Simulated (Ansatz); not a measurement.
```xyz
6
Lattice="5.0295 0.0000 0.0000 2.5147 4.3556 0.0000 0.0000 0.0000 4.2570" Properties=species:S:1:pos:R:3 pbc="T T T"
Co     3.7721     2.1778     0.0000
Co     2.5147     0.0000     0.0000
Co     1.2574     2.1778     0.0000
Sn     0.0000     0.0000     0.0000
Sn     2.5147     1.4519     2.1285
Sn     5.0295     2.9038     2.1285
```

No spin polarisation.

Method: PBEsol/PAW in Ansatz (a quantum-chemistry and plane-wave program), no spin-orbit coupling. Γ-centred 10×10×11 mesh, Fermi–Dirac width 0.05 eV.

Task: Predict the pressure, band gap and space group.

Result: The pressure (mean of the normal stresses, compression positive) comes out as 9.5 GPa and the band gap is zero. The space group is P6/mmm (No. 191).

The cells carry an imposed strain or load. No phonon test of stability was made. All final runs are without spin polarisation. The cell was made from CoSn (space group P6/mmm, No. 191; non-magnetic) by this change: biaxial strain −3.61 %, plane normal [001], relaxed out of plane.
